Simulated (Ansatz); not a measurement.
The parent structure is WS2 in the 2H-MoS2 type structure (space group P6_3/mmc, No. 194; a = 3.115 Å, c = 11.773 Å; layered, stacked along the Cartesian z axis). Axes: x lies along a and z along c of the hexagonal cell.

The values are results of PBEsol-D3(BJ)/PAW in Ansatz (an electronic-structure program), scalar-relativistic without spin-orbit coupling, not measurements.

Before the change:

- Smallest direct gap = 1.92 eV

Modification: the cell is stretched by 4.71 % along y with no lateral relaxation; the atoms relax in the strained cell.

Q: Predict the new stress, smallest direct gap and largest internal atomic displacement.

A: The stress (xx, yy, zz, yz, xz, xy; compression positive) amounts to (-2.35, -11.18, -0.68, 0.00, 0.00, 0.00) GPa; the smallest direct gap shrinks by 0.316 eV to 1.61 eV; the largest internal atomic displacement amounts to 0.032 Å.

Spin-orbit coupling, missing from the scalar runs, can matter with W. Stability against distortions was not tested.
